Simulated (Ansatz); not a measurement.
## A series of runs on Ir (I4_1/amd, 2 atoms in the cell)

```
Ir
1.0
   -2.43858     2.43858     1.33052
    2.43858    -2.43858     1.33052
    2.43858     2.43858    -1.33052
Ir
2
Direct
  0.75000   0.25000   0.50000
  0.00000   0.00000   0.00000
```

Base run A: Ansatz (a quantum-chemistry and plane-wave program) with PBEsol, default PAW files made with PBE, self-consistent single point.

Its settings: kpoints.mp_grid.grid = 9 9 9; hamiltonian.xc = pbesol; hamiltonian.pseudopotentials = {kind: paw} (the program's default PAW files); scf.occupations.method = cold; scf.occupations.width = 0.1 eV.

The starting cell was generated: these elements placed on a structure prototype, without a prior relaxation; it need not be a known phase or ordering of this composition. Its lattice was rescaled by a random factor within 2.5 % of one. Spin polarisation is off. In the base run, with a pressure of about -4 GPa the cell is away from its equilibrium volume at this level. Ansatz's pressure includes its estimate of the finite-basis (Pulay) stress.

ΔF is the free energy per atom less that of run A. 

Run A gave: pressure (GPa) -3.54; iterations 6.

Runs:
- B: scf.mixing.algorithm, scf.mixing.ndim = anderson, default
- C: scf.mixing.algorithm, scf.mixing.ndim = anderson, 20
- D: scf.mixing.algorithm, scf.mixing.ndim = broyden, default
- E: scf.mixing.algorithm, scf.mixing.ndim = broyden, 3
- F: scf.mixing.algorithm, scf.mixing.ndim = msr1, default
- G: scf.mixing.algorithm, scf.mixing.ndim = msr1, 1

Problem. Which runs reach the base run's state, and which is quickest in iterations?

Solution. Runs B, C, D, E, F, G ended on the same solution as A (within 1 meV/atom). The fewest iterations to that state were 6 (A, B, C, D, E, F); the most were 14.

```json
[
 {"run": "A", "ΔF (meV/atom)": "0.00", "pressure (GPa)": "-3.54", "iterations": "6"},
 {"run": "B", "ΔF (meV/atom)": "0.00", "pressure (GPa)": "-3.54", "iterations": "6"},
 {"run": "C", "ΔF (meV/atom)": "0.00", "pressure (GPa)": "-3.54", "iterations": "6"},
 {"run": "D", "ΔF (meV/atom)": "0.00", "pressure (GPa)": "-3.54", "iterations": "6"},
 {"run": "E", "ΔF (meV/atom)": "0.00", "pressure (GPa)": "-3.54", "iterations": "6"},
 {"run": "F", "ΔF (meV/atom)": "0.00", "pressure (GPa)": "-3.54", "iterations": "6"},
 {"run": "G", "ΔF (meV/atom)": "0.00", "pressure (GPa)": "-3.54", "iterations": "14"}
]
```

Keys are those of Ansatz 0.2.
